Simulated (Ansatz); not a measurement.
fcc Ag (1 1 1) on alpha quartz (0 0 1) (film strained to the substrate, started from cuts of the bulks and a machine-learned relaxation; slabs Si8O18 and Ag12, which can lie off the formulas)

A periodic stack without vacuum, fcc Ag (1 1 1) on alpha quartz (0 0 1) (film strained to the substrate, started from cuts of the bulks and a machine-learned relaxation; slabs Si8O18 and Ag12, which can lie off the formulas): substrate slab Si8O18, film Ag12, surface cells [[1, 0], [0, 1]] and [[-1, 2], [-1, -1]], film strained by -1.2 and -1.2 %, outermost planes O/O and Ag/Ag as cut, which need not be the usual terminations and can put a slab off its formula.

The start was prepared with a machine-learned potential, and the result is one local minimum, with the in-plane cell held and forces under 0.04 eV/Å; the film can end far from its bulk form.

Computed with PBE (plane waves to 420 eV, PAW; Ansatz, a program for electronic structure). Scalar-relativistic, without spin–orbit coupling; the runs are not spin-polarised; PBE gaps are too small against experiment. Its k-point mesh 7×7×1, Fermi–Dirac width 0.05 eV.

| Item | Result |
|---|---|
| interface area | 21.8 Å² |
| period | 25.28 Å |
| heights between the nearest atoms of the two slabs at the two interfaces | 1.40 and 1.41 Å |
| Ag–O contacts across the interfaces within 1.22 times the sum of covalent radii | 12, mean 2.34 Å |
| Ag–Si contacts across the interfaces within 1.22 times the sum of covalent radii | 2, mean 2.86 Å |

```xyz
38
Lattice="5.0190 -0.0010 0.1899 -2.5109 4.3483 -0.0092 0.3770 1.6060 25.3444" Properties=species:S:1:pos:R:3 pbc="T T T"
Si    -0.6291     2.1849     1.7852
Si     1.9090     2.3069     5.5695
Si     0.4813     4.3620     3.7316
O      0.7135     1.8126     0.9172
O      1.5140     3.6862     4.7974
O      3.7810     0.7760     2.5406
O      3.3574     2.9185     0.9191
O      2.0285     1.0721     4.5123
O     -0.3991     3.1694     3.0634
Si    -0.6781     2.1378     7.3220
Si     1.5890     2.2550    11.0964
Si     0.2993     4.3957     9.2366
O      0.7970     1.9026     6.6864
O      1.1358     3.6628    10.4240
O      3.8492     0.7500     8.2064
O      3.3259     2.5722     6.3187
O      1.8429     1.1676     9.9138
O     -0.6261     3.3198     8.4422
Si    -1.0020     1.9265    12.8155
Si     0.1104     4.1062    14.7651
O      0.4211     1.6697    12.0723
O      1.2238     3.5209    15.8345
O      3.4020     0.5303    13.5715
O      2.9487     2.5505    11.9451
O      1.5825     0.6611    15.6714
O     -0.7743     2.9096    14.0903
Ag    -0.3377     3.4309    17.4950
Ag     2.2730     2.0219    17.3189
Ag     2.2406     4.9515    17.2999
Ag     0.4611     1.9139    19.6911
Ag     0.4742     4.8772    19.7669
Ag     2.9345     3.3890    19.8288
Ag    -1.3357     4.8143    22.0919
Ag     1.2186     3.3245    22.1487
Ag     3.6798     1.8493    22.2870
Ag    -0.5286     3.2989    24.3187
Ag     1.9608     1.8938    24.7365
Ag     1.9596     4.7975    24.7101
```
